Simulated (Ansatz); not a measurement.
Start from TiAl (space group P4/mmm, No. 123; a = 2.7963 Å, c = 4.0381 Å; relaxed with 0.1 eV smearing). Axes: x, y, z lie along a, b, c of the conventional cell.

Computed with DFT with PBEsol, PAW potentials and a 420 eV plane-wave cutoff in Ansatz (a first-principles code), spin-orbit coupling left out.

Base values:

| Quantity | Result |
|---|---|
| Shortest interatomic distance | 2.796 Å |

Perturbation: uniaxial strain ε_xx = +2.00 %, all other strain components held at zero; the atoms relax in the strained cell.

Question: How does this affect the stress, energy relative to the base and shortest interatomic distance?

Answer: The stress (xx, yy, zz, yz, xz, xy; compression positive) is (-3.8, -1.2, -1.8, 0.0, 0.0, 0.0) GPa; the energy rises by 3.9 meV/atom; the shortest interatomic distance is still 2.796 Å.

Stability against distortions was not tested. All final runs are without spin polarisation.
